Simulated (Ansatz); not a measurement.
System: interstitial K in monoclinic HfO2 (charge state +1). The step: one K atom jumps by itself; the atom moves 1.35 Å along (0.23, -0.07, 0.13) of the unit cell; the moving atom starts with neighbours Hf at 2.54, Hf at 2.77, Hf at 2.87; 2 O at 2.24, O at 2.31, O at 2.38, O at 2.40, O at 2.66, O at 2.70 Å and ends with Hf at 2.54, Hf at 2.77, Hf at 2.87; 2 O at 2.24, O at 2.31, O at 2.38, O at 2.40, O at 2.66, O at 2.70 Å. A PBE band in Ansatz (plane-wave PAW, the Γ point alone, 96 host sites, 44 SCF runs with any check of the saddle's order, static, no finite-size correction) gives a forward barrier of 0.23 eV. The program found a first-order saddle point. The charge state is imposed; whether it is stable for some Fermi level was not computed. Sites that were not tried may lie lower.

Single points at the band's start and saddle point can refine it. Rough cost of one point, in units of the band's mean SCF on the same machine:

```json
[
 {"Level": "PBE, a 2×2×2 k-point mesh shifted by half a step", "Cost of one point": "about 8"},
 {"Level": "r2SCAN at 500 eV, the Γ point alone", "Cost of one point": "about 2"}
]
```

Which of these move the barrier by more than 0.1 eV, and how far does each move it?

Not one does. PBE, a 2×2×2 k-point mesh shifted by half a step: 0.00 eV; r2SCAN at 500 eV, the Γ point alone: +0.03 eV. Each functional is compared with PBE at the same k-points.

Ansatz is an electronic-structure program.
